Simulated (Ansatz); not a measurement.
Cubic perovskite KMgF3 was calculated with PBE (plane waves, PAW; Ansatz, a quantum-chemistry and plane-wave program).

Settings: plane-wave cutoff 520 eV, 8×8×8 k mesh, Fermi–Dirac smearing 0.01 eV, scalar-relativistic PAW data made under PBE.

The cell has the measured lattice: a = b = c = 3.990 Å, α = β = γ = 90.00°.

### Question
Give the computed band gap and smallest direct gap on the k points sampled.

### Answer

band gap: 7.31 eV (indirect)
smallest direct gap on the k points sampled: 7.63 eV

Note: cell and atoms aren't relaxed at this level (pressure 3.5 GPa).
